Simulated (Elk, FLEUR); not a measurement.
An Elk input for a self-consistent single point of Cu3N (Pm-3m, 4 atoms in the cell) (DFT, PBE, all-electron FP-LAPW, Elk's shipped species files, APW+lo basis with extra local orbitals):

```
tasks
  0

xctype
  20

rgkmax
  8.0

gmaxvr
  14.0

nxlo
  2

lorbcnd
  .true.

lmaxi
  2

stype
  0

swidth
  0.00999582

maxscl
  100

scale
  1.889726125

avec
    3.8360720000    0.0000000000    0.0000000000
    0.0000000000    3.8360720000    0.0000000000
    0.0000000000    0.0000000000    3.8360720000

atoms
  2
  'Cu.in'
  3
  0.0000000000  0.0000000000  0.5000000000    0.0 0.0 0.0
  0.5000000000  0.0000000000  0.0000000000    0.0 0.0 0.0
  0.0000000000  0.5000000000  0.0000000000    0.0 0.0 0.0
  'N.in'
  1
  0.0000000000  0.0000000000  0.0000000000    0.0 0.0 0.0

ngridk
  7 7 7
```

Task: Give the FLEUR input for the same structure, mesh, smearing and functional.

Result: This is the input that was run; spellings and numerical settings could be chosen otherwise.

Input of the input generator:

```
Cu3N FLAPW
&input film=f /
7.2491254743 0.0000000000 0.0000000000
0.0000000000 7.2491254743 0.0000000000
0.0000000000 0.0000000000 7.2491254743
1.0
1.0 1.0 1.0

4
29 0.0000000000 0.0000000000 0.5000000000
29 0.5000000000 0.0000000000 0.0000000000
29 0.0000000000 0.5000000000 0.0000000000
7 0.0000000000 0.0000000000 0.0000000000

&comp jspins=1 /
&kpt div1=7 div2=7 div3=7 /
&end /
```

```xml
<?xml version="1.0" encoding="UTF-8" standalone="no"?>
<fleurInput fleurInputVersion="0.39">
   <comment>
      Cu3N FLAPW                                                                                          
   </comment>
   <calculationSetup>
      <cutoffs Kmax="4.7" Gmax="18.8" GmaxXC="18.8" numbands="0"/>
      <scfLoop itmax="100" minDistance="0.00001" maxIterBroyd="40" imix="Anderson" alpha="0.05" precondParam="0.0" spinf="2.0"/>
      <coreElectrons ctail="T" frcor="F" kcrel="0" coretail_lmax="0"/>
      <xcFunctional name="pbe" relativisticCorrections="F"/>
      <magnetism jspins="1"/>
      <soc l_soc="F" theta="0.0" phi="0.0" spav="F"/>
      <expertModes spex="0" secvar="F"/>
      <geometryOptimization l_f="T" forcealpha="1.0" forcemix="BFGS" epsdisp="0.00001" epsforce="0.00001"/>
      <ldaU l_linMix="F" mixParam="0.05" spinf="1.0"/>
   </calculationSetup>
   <cell>
      <bzIntegration valenceElectrons="38.0" mode="gauss" fermiSmearingEnergy="0.00999582">
         <kPointListSelection listName="default-1"/>
         <!-- k-points included here -->
         <xi:include xmlns:xi="http://www.w3.org/2001/XInclude" href="kpts.xml"> </xi:include>
      </bzIntegration>
      <!-- symmetry operations included here -->
      <xi:include xmlns:xi="http://www.w3.org/2001/XInclude" href="sym.xml"> </xi:include>
      <bulkLattice scale="1.0">
         <bravaisMatrix>
            <row-1>    7.2491254743000004     0.0000000000000000     0.0000000000000000</row-1>
            <row-2>    0.0000000000000000     7.2491254743000004     0.0000000000000000</row-2>
            <row-3>    0.0000000000000000     0.0000000000000000     7.2491254743000004</row-3>
         </bravaisMatrix>
      </bulkLattice>
   </cell>
   <atomSpecies>
      <species name="Copper (Cu)" element="Cu" atomicNumber="29">
         <mtSphere radius="2.16" gridPoints="747" logIncrement="0.016"/>
         <atomicCutoffs lmax="8" lnonsphr="6"/>
         <electronConfig flipSpins="F">
            <coreConfig>(1s1/2) (2s1/2) (2p1/2) (2p3/2) (3s1/2) (3p1/2) (3p3/2)</coreConfig>
            <valenceConfig>(4s1/2) (3d3/2) (3d5/2)</valenceConfig>
            <stateOccupation state="(4s1/2)" spinUp="0.5" spinDown="0.5"/>
         </electronConfig>
         <energyParameters s="4" p="4" d="3" f="4"/>
         <lo type="HELO" l="2" n="4" eDeriv="0"/>
      </species>
      <species name="Nitrogen (N)" element="N" atomicNumber="7">
         <mtSphere radius="1.22" gridPoints="423" logIncrement="0.024"/>
         <atomicCutoffs lmax="6" lnonsphr="4"/>
         <electronConfig flipSpins="F">
            <coreConfig>(1s1/2)</coreConfig>
            <valenceConfig>(2s1/2) (2p1/2) (2p3/2)</valenceConfig>
            <stateOccupation state="(2p1/2)" spinUp="0.5" spinDown="0.5"/>
            <stateOccupation state="(2p3/2)" spinUp="1.0" spinDown="1.0"/>
         </electronConfig>
         <energyParameters s="2" p="2" d="3" f="4"/>
      </species>
   </atomSpecies>
   <atomGroups>
      <atomGroup species="Copper (Cu)">
         <relPos label="                   1">.0000000000 .0000000000 1.000/2.000</relPos>
         <relPos label="                   2">1.000/2.000 .0000000000 .0000000000</relPos>
         <relPos label="                   3">.0000000000 1.000/2.000 .0000000000</relPos>
         <force calculate="T" relaxXYZ="TTT"/>
      </atomGroup>
      <atomGroup species="Nitrogen (N)">
         <relPos label="                   4">.0000000000 .0000000000 .0000000000</relPos>
         <force calculate="T" relaxXYZ="TTT"/>
      </atomGroup>
   </atomGroups>
   <output dos="F" band="F" slice="F">
      <checks vchk="F" cdinf="F"/>
      <bandDOS minEnergy="-.5*Htr" maxEnergy="0.5*Htr" sigma="0.015" storeEVData="T"/>
      <vacuumDOS vacdos="F" integ="F" star="F" nstars="0" locx1="0.0" locy1="0.0" locx2="0.0" locy2="0.0" nstm="0" tworkf="0.0"/>
      <unfoldingBand unfoldBand="F" supercellX="1" supercellY="1" supercellZ="1"/>
      <plotting iplot="0" polar="F">
         <plot TwoD="T" vec1="  1.0  0.0  0.0" vec2="  0.0  1.0  0.0" vec3="  0.0  0.0  1.0" zero="  0.0  0.0  0.0" file="plot"/>
      </plotting>
      <chargeDensitySlicing numkpt="0" minEigenval="0.0" maxEigenval="0.0" nnne="0" pallst="F"/>
      <specialOutput eonly="F"/>
      <magneticCircularDichroism mcd="F" energyLo="-10.0" energyUp="0.0"/>
   </output>
  <!-- We include the file relax.xml here to enable relaxations (see documentation) -->
  <xi:include xmlns:xi="http://www.w3.org/2001/XInclude" href="relax.xml"> <xi:fallback/> </xi:include>
</fleurInput>
```

Basis settings and potentials, where a program has them, do not carry over. This input uses DFT, PBE, all-electron FLAPW (FLEUR), scalar-relativistic valence. Both were run: gap on the mesh 1.039 eV in Elk and 1.009 in FLEUR.

On Elk: the starting cell comes from a database of computed structures (which also holds hypothetical and non-ambient phases and stackings), without a prior relaxation at this level. Its lattice was rescaled by a random factor within 2.5 % of one. Values depend on the basis (sphere radii, cutoffs, local orbitals), which need not be converged.

On FLEUR: the starting cell comes from a database of computed structures (which also holds hypothetical and non-ambient phases and stackings), without a prior relaxation at this level. Its lattice was rescaled by a random factor within 2.5 % of one. Values depend on the basis (sphere radii, cutoffs, local orbitals), which need not be converged.
